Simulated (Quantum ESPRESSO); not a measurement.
A self-consistent single point of Cl (Cmce, 4 atoms in the cell) with Quantum ESPRESSO.

Method: PBE, GBRV 1.5 ultrasoft (PBE) pseudopotentials (plane waves; Quantum ESPRESSO).

```yaml
crystal:
  lattice:
    - [2.23574, -3.11407, 0.00000]
    - [2.23574, 3.11407, 0.00000]
    - [0.00000, 0.00000, 8.24431]
  atoms:
    - { symbol: Cl, position: [0.87700, 0.87700, 0.89700] }
    - { symbol: Cl, position: [0.62300, 0.62300, 0.39700] }
    - { symbol: Cl, position: [0.37700, 0.37700, 0.60300] }
    - { symbol: Cl, position: [0.12300, 0.12300, 0.10300] }
```

Reference input (self-consistent single point, DFT, PBE, plane waves, GBRV 1.5 ultrasoft (PBE) pseudopotentials): ecutwfc = 40 Ry; ecutrho = 200 Ry; occupations = smearing; smearing = fd; degauss = 0.00147 Ry; potentials = {Cl: cl_pbe_v1.4.uspp.F.UPF}; K_POINTS = automatic 5 5 2 1 1 1; conv_thr = 1e-08 Ry; mixing_beta = 0.5. This run's input differs from it in these lines:

```diff
@@ -12,4 +12,4 @@
     ntyp = 1
-    ecutwfc = 40
-    ecutrho = 200
+    ecutwfc = 24
+    ecutrho = 120
     occupations = 'smearing'
```

Output (repeated stretches shortened):

```
     Self-consistent Calculation

     iteration #  1     ecut=    24.00 Ry     beta= 0.50

     Threshold (ethr) on eigenvalues was too large:
     Diagonalizing with lowered threshold

     negative rho (up, down):  6.041E-02 0.000E+00

     total energy              =    -133.13803682 Ry
     estimated scf accuracy    <       0.10273213 Ry

     iteration #  2     ecut=    24.00 Ry     beta= 0.50

     negative rho (up, down):  6.159E-02 0.000E+00

     total energy              =    -133.13743673 Ry
     estimated scf accuracy    <       0.01560206 Ry

     iteration #  3     ecut=    24.00 Ry     beta= 0.50

     negative rho (up, down):  6.191E-02 0.000E+00

     total energy              =    -133.13888109 Ry
     estimated scf accuracy    <       0.00019111 Ry

   [... 3 blocks of this kind left out ...]

     iteration #  7     ecut=    24.00 Ry     beta= 0.50

     negative rho (up, down):  6.223E-02 0.000E+00

     total energy              =    -133.13899228 Ry
     estimated scf accuracy    <       0.00000026 Ry

     iteration #  8     ecut=    24.00 Ry     beta= 0.50

     negative rho (up, down):  6.224E-02 0.000E+00
     End of self-consistent calculation

     the Fermi energy is     1.9220 ev

!    total energy              =    -133.13899233 Ry
     estimated scf accuracy    <          1.6E-09 Ry
     smearing contrib. (-TS)   =       0.00000000 Ry
     internal energy E=F+TS    =    -133.13899233 Ry

     convergence has been achieved in   8 iterations

     negative rho (up, down):  6.224E-02 0.000E+00

     Forces acting on atoms (cartesian axes, Ry/au):

     atom    1 type  1   force =     0.00257639    0.00000000    0.00036042
     atom    2 type  1   force =    -0.00257639    0.00000000    0.00036042
     atom    3 type  1   force =     0.00257639   -0.00000000   -0.00036042
     atom    4 type  1   force =    -0.00257639    0.00000000   -0.00036042

     Total force =     0.005203     Total SCF correction =     0.000067

     negative rho (up, down):  6.224E-02 0.000E+00
          total   stress  (Ry/bohr**3)                   (kbar)     P=      -10.22
  -0.00008593   0.00000000   0.00000000          -12.64        0.00        0.00
   0.00000000  -0.00001296   0.00000000            0.00       -1.91        0.00
   0.00000000   0.00000000  -0.00010952            0.00        0.00      -16.11

   JOB DONE.
```

The run converged in 8 iterations. Against the reference run the free energy goes up by 68.7 meV/atom, the pressure goes from 0.52 to -1.02 GPa, the largest force goes from 0.085 to 0.067 eV/Å and the gap on the mesh hardly changes (2.548 to 2.554 eV).

The starting cell has typed, rounded lattice constants, without a prior relaxation at this level. Its lattice was rescaled by a random factor within 2.5 % of one. At the lowered cutoff the pressure carries the error of an incomplete plane-wave basis. The shifted mesh does not hold Γ, so a gap read on it misses any band edge there.
